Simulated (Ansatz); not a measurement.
Base system: GaSb in the zinc blende structure (space group F-43m, No. 216; a = 6.111 Å). Axes: x, y, z lie along the cube axes.

Structures relaxed with PBEsol/PAW in Ansatz (a quantum-chemistry and plane-wave program), scalar-relativistic without spin-orbit coupling.

Base:

Simulated powder pattern, Mo Kα, λ = 0.71073 Å (kinematic, ideal powder, no thermal factors, no anomalous dispersion; the 14 strongest lines at most, above 2 %, up to 2θ = 40°):

| 2θ (°) | I/Imax (%) | hkl |
|---|---|---|
| 11.56 | 100 | (111) |
| 13.36 | 5.9 | (200) |
| 18.93 | 80 | (220) |
| 22.24 | 54 | (311) |
| 26.90 | 14 | (400) |
| 29.36 | 23 | (331) |
| 30.15 | 2.5 | (420) |
| 33.10 | 30 | (422) |
| 35.17 | 17 | (333) |
| 38.41 | 8.9 | (440) |

One thing is altered: biaxial strain +1.25 %, plane normal [111], relaxed out of plane (Cartesian); in-plane vectors clamped, the third vector and the atoms free.

After the change:

Simulated powder pattern, Mo Kα, λ = 0.71073 Å (kinematic, ideal powder, no thermal factors, no anomalous dispersion; the 14 strongest lines at most, above 2 %, up to 2θ = 40°):

| 2θ (°) | d (Å) | I/Imax (%) | hkl |
|---|---|---|---|
| 11.44 | 3.565 | 100 | (111) |
| 11.63 | 3.507 | 33 | (1 -1 1) |
| 18.70 | 2.188 | 54 | (220) |
| 18.93 | 2.161 | 52 | (202) |
| 21.97 | 1.865 | 18 | (131) |
| 22.08 | 1.856 | 37 | (311) |
| 22.28 | 1.839 | 17 | (3 -1 1) |
| 26.73 | 1.537 | 19 | (400) |
| 29.00 | 1.419 | 16 | (331) |
| 32.68 | 1.263 | 10 | (242) |
| 32.82 | 1.258 | 20 | (422) |
| 33.24 | 1.242 | 9.6 | (4 -2 2) |
| 34.80 | 1.188 | 9.1 | (151) |
| 34.93 | 1.184 | 8.2 | (511) |

The indices refer to the base's conventional cell; one index is shown for lines that coincide. The space group is now R3m (No. 160).

Stability against distortions was not tested. All final runs are without spin polarisation.
